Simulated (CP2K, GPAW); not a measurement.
A GPAW input for a self-consistent single point of NiGePd (P4/nmm, 6 atoms in the cell) (DFT PBEsol, plane waves, GPAW PAW datasets PBEsol (made by gpaw-setup)):

```python
from ase import Atoms
from ase.units import GPa
from gpaw import GPAW

atoms = Atoms(['Ni', 'Ni', 'Ge', 'Ge', 'Pd', 'Pd'],
              cell=[[3.667211, 0.000000, 0.000000],
                    [0.000000, 3.667211, 0.000000],
                    [0.000000, 0.000000, 6.315771]],
              scaled_positions=[[0.500000, 0.500000, 0.000000],
                                [0.000000, 0.000000, 0.000000],
                                [0.500000, 0.000000, 0.244010],
                                [0.000000, 0.500000, 0.755990],
                                [0.500000, 0.000000, 0.639750],
                                [0.000000, 0.500000, 0.360250]],
              pbc=True)

calc = GPAW(mode={'name': 'pw', 'ecut': 800},
            xc='PBEsol',
            kpts={'size': (6, 6, 4), 'gamma': True},
            occupations={'name': 'methfessel-paxton', 'width': 0.1, 'order': 0},
            nbands=-10,
            symmetry={'symmorphic': False, 'tolerance': 0.0005},
            maxiter=150)

atoms.calc = calc

energy = atoms.get_potential_energy()
print('Energy (eV):', round(energy, 6))
forces = atoms.get_forces()
print('Forces (eV/Ang):')
print(forces.round(5))
stress = atoms.get_stress()
print('Stress (GPa, Voigt):', (stress / GPa).round(4))
```

Problem. Give the CP2K input for the same structure, mesh, smearing and functional.

Solution. This is the input that was run; spellings and numerical settings could be chosen otherwise.

```
&GLOBAL
  PROJECT run
  RUN_TYPE ENERGY_FORCE
  PRINT_LEVEL LOW
&END GLOBAL
&FORCE_EVAL
  METHOD Quickstep
  STRESS_TENSOR ANALYTICAL
  &DFT
    BASIS_SET_FILE_NAME BASIS_MOLOPT
    POTENTIAL_FILE_NAME GTH_POTENTIALS
    &QS
      METHOD GPW
      EPS_DEFAULT 1E-10
    &END QS
    &MGRID
      CUTOFF 600
      REL_CUTOFF 50
      NGRIDS 5
    &END MGRID
    &SCF
      SCF_GUESS ATOMIC
      EPS_SCF 1E-7
      MAX_SCF 100
      ADDED_MOS 14
      &DIAGONALIZATION
        ALGORITHM STANDARD
      &END DIAGONALIZATION
      &MIXING
        METHOD BROYDEN_MIXING
        ALPHA 0.3
        NBUFFER 10
        BETA 1
      &END MIXING
      &SMEAR ON
        METHOD GAUSSIAN
        SIGMA [eV] 0.1
      &END SMEAR
    &END SCF
    &KPOINTS
      SCHEME MONKHORST-PACK 6 6 4
      GAMMA_CENTERED T
    &END KPOINTS
    &XC
      &XC_FUNCTIONAL
        &PBE
          PARAMETRIZATION PBESOL
        &END PBE
      &END XC_FUNCTIONAL
    &END XC
    &PRINT
      &MO
        EIGENVALUES T
        OCCUPATION_NUMBERS T
        NDIGITS 8
        FILENAME mo
        &EACH
          QS_SCF 0
        &END EACH
        ADD_LAST NUMERIC
      &END MO
      &MULLIKEN OFF
      &END MULLIKEN
    &END PRINT
  &END DFT
  &SUBSYS
    &CELL
      A 3.66721100 0.00000000 0.00000000
      B 0.00000000 3.66721100 0.00000000
      C 0.00000000 0.00000000 6.31577100
      PERIODIC XYZ
    &END CELL
    &COORD
      Ni       1.83360550     1.83360550     0.00000000
      Ni       0.00000000     0.00000000     0.00000000
      Ge       1.83360550     0.00000000     1.54111128
      Ge       0.00000000     1.83360550     4.77465972
      Pd       1.83360550     0.00000000     4.04051450
      Pd       0.00000000     1.83360550     2.27525650
    &END COORD
    &KIND Ni
      BASIS_SET DZVP-MOLOPT-SR-GTH-q18
      POTENTIAL GTH-PBE-q18
    &END KIND
    &KIND Ge
      BASIS_SET DZVP-MOLOPT-SR-GTH-q4
      POTENTIAL GTH-PBE-q4
    &END KIND
    &KIND Pd
      BASIS_SET DZVP-MOLOPT-SR-GTH-q18
      POTENTIAL GTH-PBE-q18
    &END KIND
  &END SUBSYS
  &PRINT
    &FORCES ON
    &END FORCES
    &STRESS_TENSOR ON
    &END STRESS_TENSOR
  &END PRINT
&END FORCE_EVAL
```

Basis settings and potentials, where a program has them, do not carry over. This input uses DFT PBEsol, GPW, DZVP-MOLOPT-SR-GTH basis, GTH-PBE potentials (GTH_POTENTIALS).

The starting cell comes from a database of computed structures (which also holds hypothetical and non-ambient phases and stackings), without a prior relaxation at this level. Its lattice was rescaled by a random factor within 2.5 % of one.
